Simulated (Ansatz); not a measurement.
An Ansatz (a quantum-chemistry and plane-wave program) run: Cu3Au with a change (Cu on a Au site (antisite), symmetric start); Ansatz, PBE, PAW, cutoff 420 eV, spin-orbit coupling left out.

Input:

Ansatz 0.2 input:
```yaml
crystal:
  lattice:
    - [3.7805037956, -3.7805037956, -3.7805037956]
    - [-3.7805037956, 3.7805037956, -3.7805037956]
    - [3.7805037956, 3.7805037956, 3.7805037956]
  atoms:
    - { symbol: Cu, position: [0.25, 0.5, 0.25] }
    - { symbol: Cu, position: [0.75, 0, 0.25] }
    - { symbol: Cu, position: [0.75, 0.5, 0.75] }
    - { symbol: Cu, position: [0.25, 0, 0.75] }
    - { symbol: Cu, position: [0.75, 0.75, 0.5] }
    - { symbol: Cu, position: [0.25, 0.25, 0.5] }
    - { symbol: Cu, position: [0.25, 0.75, 0] }
    - { symbol: Cu, position: [0.75, 0.25, 0] }
    - { symbol: Cu, position: [0.5, 0.25, 0.25] }
    - { symbol: Cu, position: [0, 0.75, 0.25] }
    - { symbol: Cu, position: [0, 0.25, 0.75] }
    - { symbol: Cu, position: [0.5, 0.75, 0.75] }
    - { symbol: Cu, position: [0.5, 0.5, 0] }
    - { symbol: Au, position: [0, 0, 0] }
    - { symbol: Au, position: [0, 0.5, 0.5] }
    - { symbol: Au, position: [0.5, 0, 0.5] }
basis: { ecutwfc: 420, ecutrho_ratio: 4, xc_grid: 2, fft_grid_basis: typed }
kpoints: { mp_grid: { grid: [6, 6, 6] } }
hamiltonian:
  xc: pbe
  dispersion: none
  pseudopotentials: { kind: paw }
scf: { occupations: { method: fermi_dirac, width: 0.05 }, convergence: { dr2_threshold: 0.0000000016 } }
relax: { f_tol: 0.02, max_steps: 45 }
output: { forces: true, stress: true }
checkpoint: { write: state.ck, write_every: 1000 }
```

Output (explanatory and most iteration lines left out):

```
Relaxation: its limit of steps is 45 (relax.max_steps)
Pseudopotential: Cu, paw, valence charge 19
Pseudopotential: Au, paw, valence charge 19
Crystal: 16 atoms, lattice volume = 216.127 Å³
Basis set: ecut = 420 eV, 4189 PW (Γ), exchange–correlation on 90×90×90 points (8 copies of the dense FFT grid, shifted against one another)
Bands: 183, of which v1, the nominal top of the filled ones, is band 152 counted from 1 (151 counted from 0)
Symmetry: 48 space group operations
Space group: Im-3m (ITA 229), of the structure as read, at distance tolerance 6.0e-5 Å
k-points: 16 of 216
Functional: x = pbe(κ = 0.804, μ = 0.2195149727645171), c = pbe(β = 0.06672455060314922)
SCF iter   1: F=—  HF=-125575.498059 eV  |F-HF|=—  |Δ(HF+E_count)|=         —  Δρ=1.89e-3  dr2=7.49e-3  ethr=1.77e-3  ⟨swp⟩=4.9  Hψ=9256  notcnv=0  defer=216
SCF iter   2: F=—  HF=-125575.499159 eV  |F-HF|=—  |Δ(HF+E_count)|=   1.10e-3  Δρ=7.69e-4  dr2=2.00e-3  ethr=2.46e-6  ⟨swp⟩=2.1  Hψ=5113  notcnv=0  defer=306
SCF 1 converged in 10 iterations: F = -125575.499452 eV  dr2 = 1.91e-10
relax step   1: F+E_penalty+E_count = -125575.49945226 eV  Δ(F+E_penalty+E_count) = +0.000e0 eV  max|allowed force component| = 2.565e-1 eV/Å  Δτ_max = 0.0000 Å  (10 SCF iters, accepted)
Crystal: 16 atoms, lattice volume = 216.127 Å³
SCF iter   1: F=—  HF=-125575.577723 eV  |F-HF|=—  |Δ(HF+E_count)|=         —  Δρ=2.59e-3  dr2=1.30e-2  ethr=4.23e-6  ⟨swp⟩=2.0  Hψ=9056  notcnv=0  defer=355
SCF iter   2: F=—  HF=-125575.575714 eV  |F-HF|=—  |Δ(HF+E_count)|=   2.01e-3  Δρ=1.49e-3  dr2=7.18e-3  ethr=4.23e-6  ⟨swp⟩=1.0  Hψ=2573  notcnv=0  defer=355
SCF 2 converged in 10 iterations: F = -125575.573922 eV  dr2 = 5.20e-10
relax step   2: F+E_penalty+E_count = -125575.57392201 eV  Δ(F+E_penalty+E_count) = -7.447e-2 eV  max|allowed force component| = 1.475e-1 eV/Å  Δτ_max = 0.0217 Å  (10 SCF iters, accepted)
Crystal: 16 atoms, lattice volume = 216.127 Å³
SCF iter   1: F=—  HF=-125575.617031 eV  |F-HF|=—  |Δ(HF+E_count)|=         —  Δρ=3.44e-3  dr2=2.31e-2  ethr=7.56e-5  ⟨swp⟩=5.1  Hψ=6159  notcnv=0  defer=355
SCF iter   2: F=—  HF=-125575.613539 eV  |F-HF|=—  |Δ(HF+E_count)|=   3.49e-3  Δρ=2.00e-3  dr2=1.29e-2  ethr=7.60e-6  ⟨swp⟩=1.1  Hψ=3388  notcnv=0  defer=349
SCF 3 converged in 11 iterations: F = -125575.610483 eV  dr2 = 1.30e-10
relax step   3: F+E_penalty+E_count = -125575.61048335 eV  Δ(F+E_penalty+E_count) = -3.656e-2 eV  max|allowed force component| = 1.246e-3 eV/Å  Δτ_max = 0.0289 Å  (11 SCF iters, accepted)
SCF converged after 11 iterations
Free energy (F): -125575.610483 eV
Internal energy: -125575.580147 eV  (E = F + TS)
E sigma→0 (E₀):  -125575.595315 eV
Entropy (-TS):   -0.030336 eV (-1.896 meV/atom)
Fermi energy:    16.572710 eV
--- Forces (eV/Å), atoms counted from 1 ---
  atom   1  Cu    -0.00000000    -0.00124598    -0.00124598
  atom   2  Cu    -0.00000000    -0.00124598     0.00124598
  atom   3  Cu     0.00000000     0.00124598     0.00124598
  atom   4  Cu     0.00000000     0.00124598    -0.00124598
  atom   5  Cu    -0.00124598    -0.00124598    -0.00000000
  atom   6  Cu     0.00124598     0.00124598    -0.00000000
  atom   7  Cu     0.00124598    -0.00124598     0.00000000
  atom   8  Cu    -0.00124598     0.00124598    -0.00000000
  atom   9  Cu    -0.00124598     0.00000000    -0.00124598
  atom  10  Cu    -0.00124598     0.00000000     0.00124598
  atom  11  Cu     0.00124598    -0.00000000    -0.00124598
  atom  12  Cu     0.00124598    -0.00000000     0.00124598
  atom  13  Cu     0.00000000     0.00000000    -0.00000000
  atom  14  Au     0.00000000    -0.00000000     0.00000000
  atom  15  Au     0.00000000     0.00000000    -0.00000000
  atom  16  Au     0.00000000     0.00000000    -0.00000000
--- Stress (GPa, compression-positive) ---
       -3.635612      -0.000000      -0.000000
        0.000000      -3.635612      -0.000000
        0.000000      -0.000000      -3.635612
  P = ⅓ Tr σ = -3.6356 GPa (-36.356 kbar)
--- Relaxed structure (3 steps of the walk, 3 accepted, 0 SCFs on fresh bases) ---
  atoms:
    - { symbol: Cu, position: [0.2547296579611624, 0.5, 0.2452703420388376] }
    - { symbol: Cu, position: [0.7452703420388376, -0.009459315922324796, 0.24527034203883757] }
    - { symbol: Cu, position: [0.7452703420388377, 0.5, 0.7547296579611625] }
    - { symbol: Cu, position: [0.25472965796116237, 0.009459315922324796, 0.7547296579611624] }
    - { symbol: Cu, position: [0.7452703420388377, 0.7452703420388377, 0.4905406840776752] }
    - { symbol: Cu, position: [0.2547296579611624, 0.2547296579611624, 0.5094593159223249] }
    - { symbol: Cu, position: [0.25472965796116237, 0.7452703420388376, 0.0] }
    - { symbol: Cu, position: [0.7452703420388376, 0.25472965796116237, 0.0] }
    - { symbol: Cu, position: [0.5, 0.2547296579611624, 0.2452703420388376] }
    - { symbol: Cu, position: [-0.009459315922324796, 0.7452703420388376, 0.24527034203883757] }
    - { symbol: Cu, position: [0.009459315922324796, 0.25472965796116237, 0.7547296579611624] }
    - { symbol: Cu, position: [0.5, 0.7452703420388377, 0.7547296579611625] }
    - { symbol: Cu, position: [0.5, 0.5, -1.433938743491524e-20] }
    - { symbol: Au, position: [1.6250033905767303e-34, 4.3018162304745026e-20, -1.4339387434914898e-20] }
    - { symbol: Au, position: [1.6250033905767303e-34, 0.5, 0.5] }
    - { symbol: Au, position: [0.5, 4.301816230474506e-20, 0.5] }
```

The cell is small, so the values are those of an ordered compound at a high defect concentration; dilute-limit values will differ. The defect started on the symmetric site and kept its symmetry, so it may sit on a saddle. The final runs are not spin-polarised. The cell was made from Cu₃Au in the Cu3Au type structure (space group Pm-3m, No. 221) by this change: Cu on a Au site (antisite). The defect cell is not spin-polarised.
